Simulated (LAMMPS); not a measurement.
MD of Nb (bcc) at zero pressure, 1024 atoms, as a liquid; each row is its own run.

All values are model results, not measurements: classical MD, pair style meam, file library.meam (library.meam-Nb), run in LAMMPS.

```
T (K)  D(Nb) (cm²/s)
-----  -------------
1510         9.53e-6
1920         2.28e-5
2480         4.84e-5
3030         8.13e-5
3440        0.000112
3850        0.000144
```

Task: Fit an Arrhenius law, ln y = a + b / x, to these rows (x is the first column, y the second) and predict the run at x = 2750.

Result: Least squares gives a = -7.1681 and b = -6704. The slope times kB gives an activation energy of 0.58 eV. At x = 2750 the fit predicts 6.73e-5 cm²/s. The run itself gave (6.1 ± 0.2) × 10^-5 cm²/s, so the fit is 11 % high.

Caution: the potential MEAM library.meam-Nb is a first-neighbour MEAM set with a 4 Å cutoff, used here without a parameter file and away from the static properties it was fitted to.

Caution (rows 1510; 1920; 2480): this liquid lies under the measured melting point of 2750 K, so it is undercooled or the potential melts low.

Caution: a run this short can hold a crystal over, or a liquid under, the potential's own melting point, which these runs don't give.

Errors of D are the spread over four groups of atoms in one short run; a floor of about 5 %, a picked value, is safer.
